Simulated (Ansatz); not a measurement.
Consider Mo in the bcc (W type) structure (space group Im-3m, No. 229; a = 3.1607 Å).

The values are results of PBE (Ansatz, a quantum-chemistry and plane-wave program, PAW, no spin-orbit coupling), not measurements.

For the base:

| Property | Value |
|---|---|
| Lattice parameter a | 316.1 pm |

One thing is altered: cell and atoms relaxed at a pressure of 22.5 GPa.

Task: What happens to the lattice parameter a?

Result: The lattice parameter a decreases by 7.7 pm, from 316.1 pm to 308.4 pm.

Load acts through the strain it causes; cell and atoms are relaxed under it. Stability against distortions was not tested. No other phases were tried under pressure. The final runs are not spin-polarised.
